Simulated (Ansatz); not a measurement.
For BeTe (model structure, within 0.1 Å of Fm-3m, No. 225, 4 atoms in the cell), PBEsol (plane waves, PAW; Ansatz, a quantum-chemistry and plane-wave program) gives:

| Quantity | Result |
|---|---|
| equilibrium volume per atom | 18.63 Å³/atom |
| formation enthalpy | 0.097 eV/atom |

**Question.** What does PBE-D3(BJ) (PAW; Ansatz) give for the same quantities?

**Answer.** 
- equilibrium volume per atom: 18.34 Å³/atom (decreases by 1.6 %)
- formation enthalpy: 0.150 eV/atom (increases by 0.053 eV/atom)

Changes are worked out from the printed values.

Unless a cell is named, each level is at its own relaxed cell (PBEsol 18.63, PBE-D3(BJ) 18.34 Å³/atom).

Levels without +SOC leave out spin–orbit coupling, which shifts energies and cells of such heavy elements.

Ansatz's density-functional and Hartree–Fock values are scalar-relativistic unless marked +SOC, with PAW data made under PBE.

A model structure was made by putting elements into a prototype or built by hand; it is no filed structure, need not be a known phase, and can be a saddle point held by its symmetry.
